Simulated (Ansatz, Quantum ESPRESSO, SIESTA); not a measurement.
Zn7Tc (Fm-3m, 8 atoms in the cell) computed with different codes at matched settings

Self-consistent single point.

```xyz
8
Lattice="0.0000 3.8229 3.8229 3.8229 0.0000 3.8229 3.8229 3.8229 0.0000" Properties=species:S:1:pos:R:3 pbc="T T T"
Zn     0.0000     1.9115     1.9115
Zn     1.9115     3.8229     1.9115
Zn     3.8229     1.9115     1.9115
Zn     1.9115     0.0000     1.9115
Zn     1.9115     1.9115     3.8229
Zn     1.9115     1.9115     0.0000
Zn     3.8229     3.8229     3.8229
Tc     0.0000     0.0000     0.0000
```

All programs got the same cell, k-point mesh and kind of occupations (in Ansatz's words: kpoints.mp_grid.grid = 6 6 6; scf.occupations.method = fermi_dirac; scf.occupations.width = 0.1 eV); potentials, basis and cutoffs are each program's usual ones.

| code | model | pressure (GPa) | k-points | cutoff |
|---|---|---|---|---|
| SIESTA | GGA PBEsol, numerical atomic orbitals DZP, PseudoDojo PBEsol standard norm-conserving potentials (rewritten from UPF to PSML) | -13.57 | 132 | grid 400 Ry |
| Ansatz | PBEsol, PAW files | -2.00 | 16 | 500 eV |
| Quantum ESPRESSO | PBEsol, PseudoDojo standard norm-conserving (PBESOL) pseudopotentials | -2.06 | 16 | 85 Ry |

The spread over the programs that give each value: pressure within 11.57 GPa.

The starting cell comes from a database of computed structures (which also holds hypothetical and non-ambient phases and stackings), without a prior relaxation at this level. On Ansatz's run: Spin polarisation is off.

Why do the programs differ, and what cannot be compared?

Differences of this kind can come from the potentials, where these differ, and from what each basis and cutoff leave unconverged. The valence holds different numbers of electrons (SIESTA 155, Ansatz (a quantum-chemistry and plane-wave program) 99, Quantum ESPRESSO 155). The zero of total energies and Fermi levels follows the potentials and each program's conventions, so they are not compared here. SIESTA uses small atom-centred bases, whose incompleteness enters pressures, forces and empty levels differently from a plane-wave cutoff. Ansatz's pressure is given at a fixed set of plane waves, as the other plane-wave codes print theirs; with its correction for the finite basis it is -1.96 GPa. The programs reduce the same mesh by symmetry to different extents, which changes the work and not the result. In the pressure, SIESTA (by 11.54) lies more than 1 GPa from the median of the plane-wave programs.

Left out of this page: ABINIT (stopped by limits of time or memory); Elk (unsound by tests on forces, stress, charge or solver warnings); FLEUR (not drawn, or without a comparable value).

Keys are those of Ansatz 0.2.
